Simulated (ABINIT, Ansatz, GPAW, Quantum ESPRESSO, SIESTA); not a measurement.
# One structure in several programs: Mo (Im-3m, 1 atom in the cell)

Self-consistent single point, at a second geometry (lattice scaled by 0.98). First geometry:

```xyz
1
Lattice="-1.5578 1.5578 1.5578 1.5578 -1.5578 1.5578 1.5578 1.5578 -1.5578" Properties=species:S:1:pos:R:3 pbc="T T T"
Mo     0.0000     0.0000     0.0000
```

Shared settings, as Ansatz (a quantum-chemistry and plane-wave program) writes them: kpoints.mp_grid.grid = 10 10 10; scf.occupations.method = gaussian; scf.occupations.width = 0.0037 Ry. Potentials and cutoffs stand in the table.

```
code                                                                                                                                model  ΔF from the first geometry (meV/atom)  pressure (GPa)       cutoff
----------------  -----------------------------------------------------------------------------------------------------------------------  -------------------------------------  --------------  -----------
Quantum ESPRESSO                                                                         PBE, SSSP 1.1.2 precision (PBE) pseudopotentials                                  118.4           32.12        75 Ry
GPAW                                                                                         PBE, GPAW PAW datasets PBE (gpaw-data 1.0.1)                                  116.1           31.44       550 eV
ABINIT                                                           PBE, norm-conserving pseudopotentials (PseudoDojo nc-sr-05 PBE standard)                                  121.5           32.70        40 Ha
SIESTA            GGA PBE, numerical atomic orbitals DZP, PseudoDojo PBE standard norm-conserving potentials (rewritten from UPF to PSML)                                  133.0           35.80  grid 350 Ry
Ansatz                                                                                                                     PBE, PAW files                                  119.6           32.29      default
```

On Ansatz's run: spin polarisation is off.

The spread over the programs that give each value: ΔF from the first geometry within 16.9 meV/atom; pressure within 4.36 GPa.

SIESTA uses small atom-centred bases, whose incompleteness enters pressures, forces and empty levels differently from a plane-wave cutoff. Ansatz's pressure is given at a fixed set of plane waves, as the other plane-wave codes print theirs; with its correction for the finite basis it is 32.34 GPa. In the pressure, SIESTA (by 3.60) lies more than 1 GPa from the median of the plane-wave programs.

The starting cell comes from a database of computed structures (which also holds hypothetical and non-ambient phases and stackings), without a prior relaxation at this level. Its lattice was rescaled by a random factor within 2.5 % of one. For this run, on top of that: lattice scaled by 0.98.

Left out of this page: Elk and FLEUR (not drawn, or without a comparable value).

Keys are those of Ansatz 0.2.
